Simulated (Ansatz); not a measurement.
Input for bcc W (1 1 0) on 3C silicon carbide (1 1 0) (film strained to the substrate, faces as cut):

Ansatz 0.2 input:
```yaml
crystal:
  lattice:
    - [3.097128, 0.0, -0.040421918]
    - [3.097128, 4.38, -0.041968371]
    - [-1.117018545, -0.008401416, 24.681350348]
  atoms:
    - { symbol: C, position: [-0.099850727, 0.274021661, 0.031348771] }
    - { symbol: C, position: [-0.081837575, 0.798003186, 0.101519498] }
    - { symbol: C, position: [-0.042128919, 0.29298831, 0.161894072] }
    - { symbol: C, position: [-0.009942564, 0.792362944, 0.225679109] }
    - { symbol: C, position: [0.020968851, 0.291868332, 0.287883605] }
    - { symbol: C, position: [0.04931924, 0.791660717, 0.350762199] }
    - { symbol: C, position: [0.073694972, 0.291995762, 0.41295181] }
    - { symbol: C, position: [0.098240286, 0.793256375, 0.47670009] }
    - { symbol: C, position: [0.119330131, 0.298874818, 0.537026097] }
    - { symbol: C, position: [0.177365265, 0.775875204, 0.607378304] }
    - { symbol: Si, position: [0.170277694, 0.04418359, 0.099505275] }
    - { symbol: Si, position: [0.119879536, 0.557485405, 0.036980148] }
    - { symbol: Si, position: [0.240773483, 0.041553498, 0.225294052] }
    - { symbol: Si, position: [0.209461093, 0.541725002, 0.163272321] }
    - { symbol: Si, position: [0.30027807, 0.040612521, 0.350405351] }
    - { symbol: Si, position: [0.272239932, 0.540802921, 0.288187151] }
    - { symbol: Si, position: [0.348797252, 0.041986324, 0.475308604] }
    - { symbol: Si, position: [0.324699439, 0.541272791, 0.413280348] }
    - { symbol: Si, position: [0.391383958, 0.05921638, 0.601655838] }
    - { symbol: Si, position: [0.373734281, 0.545538874, 0.53920949] }
    - { symbol: W, position: [0.932372632, 0.548967836, 0.664866225] }
    - { symbol: W, position: [0.935538949, 0.054359552, 0.684658026] }
    - { symbol: W, position: [0.465899842, 0.070542682, 0.777051427] }
    - { symbol: W, position: [0.463952896, 0.568022939, 0.766168483] }
    - { symbol: W, position: [1.013500731, 0.570554624, 0.86158239] }
    - { symbol: W, position: [1.021180556, 0.067535486, 0.87264358] }
    - { symbol: W, position: [0.595970908, 0.046628693, 0.973690577] }
    - { symbol: W, position: [0.583476905, 0.551436396, 0.954091761] }
basis:
  ecutwfc: 420
  ecutrho_ratio: 4
  xc_grid: 2
kpoints:
  mp_grid: { grid: [12, 7, 1] }
hamiltonian:
  xc: pbe
  dispersion: none
  pseudopotentials: { kind: paw }
scf:
  n_extra_bands: 30
  occupations: { method: fermi_dirac, width: 0.05 }
output:
  forces: true
  stress: true
  eigenstates:
    kpoints:
      - [0, 0, 0]
      - [0.5, 0, 0]
      - [0, 0.5, 0]
      - [0.5, 0.5, 0]
    e_range: [-3.5, 3.5]
    localisation: true
relax:
  f_tol: 0.04
  max_steps: 70
  cell: { fix: [a, b, gamma], stress_tol: 0.3 }
```

All values below come from PBE (plane waves to 420 eV, PAW; Ansatz, a program for electronic structure). Scalar-relativistic, without spin–orbit coupling; the runs are not spin-polarised. Its k-point mesh 12×7×1, Fermi–Dirac width 0.05 eV.

Write the closing report of this run, without the band table and long remarks, to eight decimals at most.


```
SCF converged after 6 iterations
Free energy (F): -91945.805041 eV
Harris-Foulkes:  -91945.805041 eV  (|F-HF|=1.57e-9)
Internal energy: -91945.757735 eV  (E = F + TS)
E sigma→0 (E₀):  -91945.781388 eV
Entropy (-TS):   -0.047306 eV (-1.689 meV/atom)
Fermi energy:    15.272572 eV
--- Per-component energies (eV) ---
  E_band       = -837.869777
  E_kinetic    = 4957.496293
  E_local      = -53024.351805  (includes V_loc(G=0)·N_el)
  E_nonlocal   = 522.146583
  E_hartree    = 25401.192370
  E_xc         = -3189.970016
  E_vxc        = -3003.488229  (∫ρ·V_xc dr)
  E_paw        = -74620.814724  (= ΣΔE_a)
  E_vpaw       = -1092.066540  (= ΣTr[D̂ρ^β])
  E_aug_tail   = -0.000367  (compensation charges beyond the density's cutoff)
  E_ewald      = 8008.543930
  E_smearing   = -0.047306  (= −TS)
  E_closure    = 0.000000  (closes the sum)
  Σ components = -91945.805041   (vs F -91945.805041, Δ=0.00e0)
--- Forces (eV/Å), atoms counted from 1 ---
  atom   1  C      0.00258666     0.00445094     0.00673453
  atom   2  C     -0.00034254     0.00504185     0.00326474
  atom   3  C      0.00051334     0.00252271     0.00043679
  atom   4  C     -0.00003330     0.00022029    -0.00054804
  atom   5  C     -0.00003914     0.00028659    -0.00043496
  atom   6  C     -0.00021252     0.00026136     0.00003053
  atom   7  C     -0.00003419     0.00026303     0.00025025
  atom   8  C     -0.00029844     0.00246914    -0.00072965
  atom   9  C      0.00076793     0.00509801    -0.00343329
  atom  10  C     -0.00153291     0.00564880    -0.00759876
  atom  11  Si     0.00104855    -0.00205772     0.00195807
  atom  12  Si     0.00191576    -0.00180520    -0.01013269
  atom  13  Si     0.00012257    -0.00080517     0.00003536
  atom  14  Si    -0.00048780    -0.00060161     0.00102835
  atom  15  Si     0.00009558    -0.00012185     0.00062205
  atom  16  Si     0.00001439    -0.00019100    -0.00017632
  atom  17  Si     0.00040035    -0.00065535    -0.00078265
  atom  18  Si    -0.00007003    -0.00074957     0.00025916
  atom  19  Si    -0.00157857    -0.00218550     0.01007919
  atom  20  Si    -0.00117803    -0.00207589    -0.00147148
  atom  21  W      0.00183746     0.00037657     0.00221636
  atom  22  W     -0.00096847    -0.01066905    -0.00463586
  atom  23  W     -0.00039258     0.00575970    -0.00000278
  atom  24  W      0.00048733    -0.00320569    -0.00144991
  atom  25  W      0.00042913     0.00550826     0.00095084
  atom  26  W      0.00007624    -0.00322515     0.00111103
  atom  27  W     -0.00741581    -0.00001060    -0.00069644
  atom  28  W      0.00428878    -0.00954712     0.00311162
  max |Σ_I F_I| component: 3.94e-6 eV/Å
--- Stress (GPa, compression-positive) ---
        4.166154      -0.100105      -0.056313
       -0.100105       6.490986       0.000223
       -0.056313       0.000223       0.025727
  P = ⅓ Tr σ = 3.5610 GPa (35.610 kbar)
--- Relaxed structure (7 steps of the walk, 7 accepted, 1 SCFs on fresh bases) ---
  F+E_penalty+E_count = -91945.80504068 eV   max|allowed force component| = 1.067e-2 eV/Å   (the final SCF, on the basis selected at the relaxed cell)
  cell:  # Å, volume = 335.5554 Å³
    - [3.09704605, -1.02210481e-6, -0.04627688]
    - [3.09706793, 4.37999925, -0.04625998]
    - [-1.16269825, 0.00042825, 24.75410868]
  atoms:
    - { symbol: C, position: [-0.11970564, 0.29822758, 0.03640423] }
    - { symbol: C, position: [-0.10039693, 0.81049944, 0.10140868] }
    - { symbol: C, position: [-0.06624123, 0.30648918, 0.16228754] }
    - { symbol: C, position: [-0.03489250, 0.80658276, 0.22565293] }
    - { symbol: C, position: [-0.00401401, 0.30652532, 0.28784096] }
    - { symbol: C, position: [0.02718630, 0.80651571, 0.35080432] }
    - { symbol: C, position: [0.05796274, 0.30655404, 0.41299242] }
    - { symbol: C, position: [0.08946594, 0.80644846, 0.47635774] }
    - { symbol: C, position: [0.11554106, 0.31044377, 0.53723690] }
    - { symbol: C, position: [0.15973863, 0.79813315, 0.60224474] }
    - { symbol: Si, position: [0.15127138, 0.05757803, 0.09915245] }
    - { symbol: Si, position: [0.11786723, 0.56100914, 0.03968293] }
    - { symbol: Si, position: [0.21501548, 0.05644161, 0.22519608] }
    - { symbol: Si, position: [0.18522144, 0.55555919, 0.16334679] }
    - { symbol: Si, position: [0.27705482, 0.05648891, 0.35047849] }
    - { symbol: Si, position: [0.24616824, 0.55650010, 0.28816574] }
    - { symbol: Si, position: [0.33984565, 0.05551746, 0.47529888] }
    - { symbol: Si, position: [0.30832790, 0.55641327, 0.41344907] }
    - { symbol: Si, position: [0.39602805, 0.06094675, 0.59896254] }
    - { symbol: Si, position: [0.36965500, 0.55752744, 0.53949314] }
    - { symbol: W, position: [0.98521820, 0.51443746, 0.67811731] }
    - { symbol: W, position: [0.97710179, 0.02375148, 0.68359696] }
    - { symbol: W, position: [0.51318250, 0.03193713, 0.77377398] }
    - { symbol: W, position: [0.51254120, 0.53136777, 0.77190162] }
    - { symbol: W, position: [1.05830728, 0.53193023, 0.86486024] }
    - { symbol: W, position: [1.05941556, 0.03137936, 0.86673178] }
    - { symbol: W, position: [0.62134913, 0.01439497, 0.96050968] }
    - { symbol: W, position: [0.61036189, 0.52373309, 0.95504646] }
```

Cost: around 21 core-minutes (rough).
